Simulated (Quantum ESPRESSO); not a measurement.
Several settings converged on MoW (Cmm2, 2 atoms in the cell)

```xyz
2
Lattice="1.5714 2.2231 0.0000 -1.5714 2.2231 0.0000 0.0000 0.0000 4.4642" Properties=species:S:1:pos:R:3 pbc="T T T"
Mo     0.0000     0.0000    -0.0500
W     -1.5714     0.0000    -2.2321
```

Base method: PBEsol, GBRV 1.5 ultrasoft (PBESOL) pseudopotentials (plane waves; Quantum ESPRESSO 7.5).

Base settings: ecutwfc = 40 Ry; ecutrho = 320 Ry; occupations = smearing; smearing = fermi-dirac; degauss = 0.0073499 Ry; potentials = {Mo: mo_pbesol_v1.uspp.F.UPF, W: w_pbesol_v1.2.uspp.F.UPF}; K_POINTS = automatic 8 8 5 0 0 0; conv_thr = 1e-10 Ry.

The count of work is k-points × plane waves × bands × iterations; it is no time. Core times come from one kind of shared machine, to one figure; runs under 30 s give none.

**The k-point mesh**

The second cell is the first with its lattice scaled by 0.98.

Only quantities that move along the ladder and can be compared are tabulated.

```tsv
K_POINTS	free energy less the last step's (meV/atom)	energy of the compressed cell less the first (meV/atom)	pressure (GPa)	largest difference of a force vector from the last step's (eV/Å)	count of work / last
automatic 2 2 2 0 0 0	114.96	16.55	-7.48	0.109	0.011
automatic 4 4 2 0 0 0	-65.17	31.30	-6.04	0.031	0.025
automatic 5 5 3 0 0 0	-10.23	51.96	-2.64	0.016	0.030
automatic 6 6 4 0 0 0	-33.72	47.43	-3.45	0.052	0.071
automatic 8 8 5 0 0 0	-0.09	49.90	-2.93	0.031	0.11
automatic 9 9 5 0 0 0	-13.79	46.22	-3.52	0.027	0.14
automatic 18 18 11 0 0 0	0.00	49.11	-3.08	0.000	1.0
```

Coarsest K_POINTS that holds the pressure within 1 GPa of the last step, with all finer ones: automatic 5 5 3 0 0 0, at 0.030 of the last step's count of work; the step before is off by 3.0 GPa.

Coarsest K_POINTS that holds the energy of the compressed cell less the first within 2 meV/atom: not settled: the last two steps still differ by 2.9 meV/atom, over half the tolerance, so the ladder does not show it.

Coarsest K_POINTS that holds the forces within 0.02 eV/Å: not settled: the last two steps still differ by 0.027 eV/Å, over half the tolerance, so the ladder does not show it.

**The k-point mesh at a smearing width of 0.05 eV**

In this ladder: degauss = 0.0036749 Ry.

Only quantities that move along the ladder and can be compared are tabulated.

```csv
K_POINTS,free energy less the last step's (meV/atom),pressure (GPa),largest difference of a force vector from the last step's (eV/Å),count of work / last
automatic 5 5 3 0 0 0,-7.60,-2.35,0.018,0.0068
automatic 8 8 5 0 0 0,0.62,-2.90,0.023,0.026
automatic 12 12 7 0 0 0,-3.82,-3.27,0.013,0.071
automatic 17 17 10 0 0 0,-0.47,-3.11,0.010,0.20
automatic 20 20 12 0 0 0,-0.59,-3.16,0.005,0.32
automatic 30 30 18 0 0 0,0.00,-3.16,0.000,1.0
```

Coarsest K_POINTS that holds the pressure within 0.2 GPa of the last step, with all finer ones: automatic 12 12 7 0 0 0, at 0.071 of the last step's count of work; the step before is off by 0.27 GPa.

Coarsest K_POINTS that holds the free energy within 2 meV/atom of the last step, with all finer ones: automatic 17 17 10 0 0 0, at 0.20 of the last step's count of work; the step before is off by 3.8 meV/atom.

**The mesh under tetrahedron occupations**

In this ladder: occupations = tetrahedra_opt; smearing = default; degauss = default.

Only quantities that move along the ladder and can be compared are tabulated.

```tsv
K_POINTS	free energy less the last step's (meV/atom)	pressure (GPa)	largest difference of a force vector from the last step's (eV/Å)	count of work / last	core time / last (rough)
automatic 5 5 3 0 0 0	87.24	-0.79	0.029	0.013	–
automatic 8 8 5 0 0 0	34.92	-2.32	0.027	0.050	–
automatic 12 12 7 0 0 0	11.24	-2.90	0.010	0.13	0.2
automatic 19 19 11 0 0 0	1.68	-3.08	0.002	0.48	0.5
automatic 24 24 14 0 0 0	0.00	-3.12	0.000	1.0	1
```

Coarsest K_POINTS that holds the pressure within 0.1 GPa of the last step, with all finer ones: automatic 19 19 11 0 0 0; the step before is off by 0.22 GPa.

Coarsest K_POINTS that holds the free energy within 5 meV/atom of the last step, with all finer ones: automatic 19 19 11 0 0 0; the step before is off by 11 meV/atom.

Coarsest K_POINTS that holds the forces within 0.02 eV/Å of the last step, with all finer ones: automatic 12 12 7 0 0 0, at 0.13 of the last step's count of work and about 0.2 of the last step's time; the step before is off by 0.027 eV/Å.

On the base run: the starting cell comes from a database of computed structures (which also holds hypothetical and non-ambient phases and stackings), without a prior relaxation at this level. Its lattice was rescaled by up to half a per cent. One atom was moved a little off its site on purpose. Spin polarisation is off.
